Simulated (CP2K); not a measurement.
CP2K run on F2 (C2/c, 4 atoms in the cell): self-consistent single point.

Method: LDA (Pade form), GPW, DZVP-MOLOPT-SR-GTH basis, GTH-PADE potentials (GTH_POTENTIALS) in CP2K.

```
CELL_PARAMETERS angstrom
      3.00731     0.00000     0.00000
      1.33862     2.69296     0.00000
     -0.47781    -0.29608     6.59771
ATOMIC_POSITIONS crystal
  F  0.59583 0.91533 0.59796
  F  0.40417 0.08467 0.40204
  F  0.08467 0.40417 0.90204
  F  0.91533 0.59583 0.09796
```

Reference input (self-consistent single point, DFT PBEsol, GPW, DZVP-MOLOPT-SR-GTH basis, GTH-PBE potentials (GTH_POTENTIALS)): CUTOFF = 550 Ry; REL_CUTOFF = 50 Ry; KPOINTS/SCHEME = MACDONALD 10 10 4 0.05 0.05 0.125; XC_FUNCTIONAL = PBE:PBESOL; F/BASIS_SET = DZVP-MOLOPT-SR-GTH; F/POTENTIAL = GTH-PBE-q7; METHOD = GPW; EPS_DEFAULT = 1e-10; NGRIDS = 5; SCF_GUESS = ATOMIC; EPS_SCF = 1e-06; MAX_SCF = 100. This run's input differs from it in these lines:

```diff
@@ -39,6 +39,3 @@
     &XC
-      &XC_FUNCTIONAL
-        &PBE
-          PARAMETRIZATION PBESOL
-        &END PBE
+      &XC_FUNCTIONAL PADE
       &END XC_FUNCTIONAL
@@ -76,3 +73,3 @@
       BASIS_SET DZVP-MOLOPT-SR-GTH
-      POTENTIAL GTH-PBE-q7
+      POTENTIAL GTH-PADE-q7
     &END KIND
```

Output (repeated stretches shortened):

```
 SCF WAVEFUNCTION OPTIMIZATION

  Step     Update method      Time    Convergence         Total energy    Change
     1 NoMix/Diag. 0.20E+00      -     0.72593321       -96.6511331382 -9.67E+01
     2 Broy./Diag. 0.20E+00      -     0.00777418       -97.0517482380 -4.01E-01
     3 Broy./Diag. 0.20E+00      -     0.03433956       -96.7197308511  3.32E-01
     4 Broy./Diag. 0.20E+00      -     0.00069230       -96.5110736997  2.09E-01
     5 Broy./Diag. 0.20E+00      -     0.00246310       -96.5304622046 -1.94E-02
     6 Broy./Diag. 0.20E+00      -     0.00038232       -96.5110731717  1.94E-02
   [... 6 lines left out ...]
    13 Broy./Diag. 0.20E+00      -     0.00001085       -96.4873178929 -7.71E-04
    14 Broy./Diag. 0.20E+00      -     0.00000207       -96.4876186728 -3.01E-04
    15 Broy./Diag. 0.20E+00      -     0.00000111       -96.4875298468  8.88E-05
    16 Broy./Diag. 0.20E+00      -     0.00000035       -96.4875051751  2.47E-05
  *** SCF run converged in    16 steps ***

  Overlap energy of the core charge distribution:               0.00000000000000
  Self energy of the core charge distribution:               -253.01758491630179
  Core Hamiltonian energy:                                     70.53851543613601
  Hartree energy:                                             103.82797894666662
  Exchange-correlation energy:                                -17.83641464158766

  Total energy:                                               -96.48750517508682

 ENERGY| Total FORCE_EVAL ( QS ) energy [hartree]            -96.487520119449812

 FORCES| Atomic forces [hartree/bohr]
 FORCES|   Atom     x               y               z               |f|
 FORCES|      1 -9.81254520E-04  1.77581505E-03 -5.38941125E-03   5.75865723E-03
   [... lines left out ...]

 STRESS| Analytical stress tensor [bar]
 STRESS|                        x                   y                   z
 STRESS|      x       -1.22297141183E+04   4.24581690944E+03   2.00560251705E+03
 STRESS|      y        4.24581690944E+03  -1.64507634685E+04   1.24276997365E+03
 STRESS|      z        2.00560251705E+03   1.24276997365E+03  -4.63528440589E+04
 STRESS| 1/3 Trace                                            -2.50111072152E+04
```

The run converged in 16 iterations. Against the reference run the pressure goes from 1.46 to -2.50 GPa, the largest force goes from 0.145 to 0.296 eV/Å and the gap on the mesh goes from 2.648 to 2.506 eV.

The starting cell comes from a database of computed structures (which also holds hypothetical and non-ambient phases and stackings), without a prior relaxation at this level. Values carry the incompleteness of an atom-centred basis.
